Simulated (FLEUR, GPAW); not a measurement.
A GPAW input for a self-consistent single point of SrB6 (Pm-3m, 7 atoms in the cell) (DFT PBEsol, plane waves, GPAW PAW datasets PBEsol (made by gpaw-setup)):

```python
from ase import Atoms
from ase.units import GPa
from gpaw import GPAW

atoms = Atoms(['Sr', 'B', 'B', 'B', 'B', 'B', 'B'],
              cell=[[4.106406, 0.000000, 0.000000],
                    [0.000000, 4.106406, 0.000000],
                    [0.000000, 0.000000, 4.106406]],
              scaled_positions=[[0.000000, 0.000000, 0.000000],
                                [0.203140, 0.500000, 0.500000],
                                [0.796860, 0.500000, 0.500000],
                                [0.500000, 0.203140, 0.500000],
                                [0.500000, 0.796860, 0.500000],
                                [0.500000, 0.500000, 0.203140],
                                [0.500000, 0.500000, 0.796860]],
              pbc=True)

calc = GPAW(mode={'name': 'pw', 'ecut': 950},
            xc='PBEsol',
            kpts=(5, 5, 5),
            occupations={'name': 'fermi-dirac', 'width': 0.05},
            nbands=-13,
            convergence={'forces': 0.001},
            symmetry={'symmorphic': False, 'tolerance': 0.0005},
            maxiter=120)

atoms.calc = calc

energy = atoms.get_potential_energy()
print('Energy (eV):', round(energy, 6))
forces = atoms.get_forces()
print('Forces (eV/Ang):')
print(forces.round(5))
stress = atoms.get_stress()
print('Stress (GPa, Voigt):', (stress / GPa).round(4))
```

Q: Translate this input to FLEUR.

A: This is the input that was run; spellings and numerical settings could be chosen otherwise.

Input of the input generator:

```
SrB6 FLAPW
&input film=f /
7.7599826965 0.0000000000 0.0000000000
0.0000000000 7.7599826965 0.0000000000
0.0000000000 0.0000000000 7.7599826965
1.0
1.0 1.0 1.0

7
38 0.0000000000 0.0000000000 0.0000000000
5 0.2031400000 0.5000000000 0.5000000000
5 0.7968600000 0.5000000000 0.5000000000
5 0.5000000000 0.2031400000 0.5000000000
5 0.5000000000 0.7968600000 0.5000000000
5 0.5000000000 0.5000000000 0.2031400000
5 0.5000000000 0.5000000000 0.7968600000

&comp jspins=1 /
&exco xctyp='PBEs' /
&kpt div1=5 div2=5 div3=5 /
&end /
```

```xml
<?xml version="1.0" encoding="UTF-8" standalone="no"?>
<fleurInput fleurInputVersion="0.39">
   <comment>
      SrB6 FLAPW                                                                                          
   </comment>
   <calculationSetup>
      <cutoffs Kmax="4.0" Gmax="14.0" GmaxXC="14.0" numbands="0"/>
      <scfLoop itmax="60" minDistance="0.00001" maxIterBroyd="15" imix="Anderson" alpha="0.05" precondParam="0.0" spinf="2.0"/>
      <coreElectrons ctail="T" frcor="F" kcrel="0" coretail_lmax="0"/>
      <xcFunctional name="PBEs" relativisticCorrections="F"/>
      <magnetism jspins="1"/>
      <soc l_soc="F" theta="0.0" phi="0.0" spav="F"/>
      <expertModes spex="0" secvar="F"/>
      <geometryOptimization l_f="T" forcealpha="1.0" forcemix="BFGS" epsdisp="0.00001" epsforce="0.00001"/>
      <ldaU l_linMix="F" mixParam="0.05" spinf="1.0"/>
   </calculationSetup>
   <cell>
      <bzIntegration valenceElectrons="28.0" mode="hist" fermiSmearingEnergy="0.00183747">
         <kPointListSelection listName="default-1"/>
         <!-- k-points included here -->
         <xi:include xmlns:xi="http://www.w3.org/2001/XInclude" href="kpts.xml"> </xi:include>
      </bzIntegration>
      <!-- symmetry operations included here -->
      <xi:include xmlns:xi="http://www.w3.org/2001/XInclude" href="sym.xml"> </xi:include>
      <bulkLattice scale="1.0">
         <bravaisMatrix>
            <row-1>    7.7599826964999998     0.0000000000000000     0.0000000000000000</row-1>
            <row-2>    0.0000000000000000     7.7599826964999998     0.0000000000000000</row-2>
            <row-3>    0.0000000000000000     0.0000000000000000     7.7599826964999998</row-3>
         </bravaisMatrix>
      </bulkLattice>
   </cell>
   <atomSpecies>
      <species name="Strontium (Sr)" element="Sr" atomicNumber="38">
         <mtSphere radius="2.68" gridPoints="925" logIncrement="0.014"/>
         <atomicCutoffs lmax="10" lnonsphr="8"/>
         <electronConfig flipSpins="F">
            <coreConfig>(1s1/2) (2s1/2) (2p1/2) (2p3/2) (3s1/2) (3p1/2) (3p3/2) (3d3/2) (3d5/2)</coreConfig>
            <valenceConfig>(4s1/2) (4p1/2) (4p3/2) (5s1/2)</valenceConfig>
         </electronConfig>
         <energyParameters s="5" p="5" d="4" f="4"/>
         <lo type="SCLO" l="0" n="4" eDeriv="0"/>
         <lo type="SCLO" l="1" n="4" eDeriv="0"/>
      </species>
      <species name="Boron (B)" element="B" atomicNumber="5">
         <mtSphere radius="1.50" gridPoints="519" logIncrement="0.02"/>
         <atomicCutoffs lmax="6" lnonsphr="4"/>
         <electronConfig flipSpins="F">
            <coreConfig>(1s1/2)</coreConfig>
            <valenceConfig>(2s1/2) (2p1/2) (2p3/2)</valenceConfig>
            <stateOccupation state="(2p1/2)" spinUp="0.1666666666667" spinDown="0.1666666666667"/>
            <stateOccupation state="(2p3/2)" spinUp="0.3333333333333" spinDown="0.3333333333333"/>
         </electronConfig>
         <energyParameters s="2" p="2" d="3" f="4"/>
      </species>
   </atomSpecies>
   <atomGroups>
      <atomGroup species="Strontium (Sr)">
         <relPos label="                   1">.0000000000 .0000000000 .0000000000</relPos>
         <force calculate="T" relaxXYZ="TTT"/>
      </atomGroup>
      <atomGroup species="Boron (B)">
         <relPos label="                   2">.2031400000 1.000/2.000 1.000/2.000</relPos>
         <relPos label="                   3">-.2031400000 1.000/2.000 1.000/2.000</relPos>
         <relPos label="                   4">1.000/2.000 .2031400000 1.000/2.000</relPos>
         <relPos label="                   5">1.000/2.000 -.2031400000 1.000/2.000</relPos>
         <relPos label="                   6">1.000/2.000 1.000/2.000 .2031400000</relPos>
         <relPos label="                   7">1.000/2.000 1.000/2.000 -.2031400000</relPos>
         <force calculate="T" relaxXYZ="TTT"/>
      </atomGroup>
   </atomGroups>
   <output dos="F" band="F" slice="F">
      <checks vchk="F" cdinf="F"/>
      <bandDOS minEnergy="-.5*Htr" maxEnergy="0.5*Htr" sigma="0.015" storeEVData="T"/>
      <vacuumDOS vacdos="F" integ="F" star="F" nstars="0" locx1="0.0" locy1="0.0" locx2="0.0" locy2="0.0" nstm="0" tworkf="0.0"/>
      <unfoldingBand unfoldBand="F" supercellX="1" supercellY="1" supercellZ="1"/>
      <plotting iplot="0" polar="F">
         <plot TwoD="T" vec1="  1.0  0.0  0.0" vec2="  0.0  1.0  0.0" vec3="  0.0  0.0  1.0" zero="  0.0  0.0  0.0" file="plot"/>
      </plotting>
      <chargeDensitySlicing numkpt="0" minEigenval="0.0" maxEigenval="0.0" nnne="0" pallst="F"/>
      <specialOutput eonly="F"/>
      <magneticCircularDichroism mcd="F" energyLo="-10.0" energyUp="0.0"/>
   </output>
  <!-- We include the file relax.xml here to enable relaxations (see documentation) -->
  <xi:include xmlns:xi="http://www.w3.org/2001/XInclude" href="relax.xml"> <xi:fallback/> </xi:include>
</fleurInput>
```

Basis, cutoffs, solver keys and any potentials are the target program's own. This input uses DFT, PBEsol, all-electron FLAPW (FLEUR), scalar-relativistic valence.

The starting cell comes from a database of computed structures (which also holds hypothetical and non-ambient phases and stackings), without a prior relaxation at this level. For this run, on top of that: lattice scaled by 0.98.
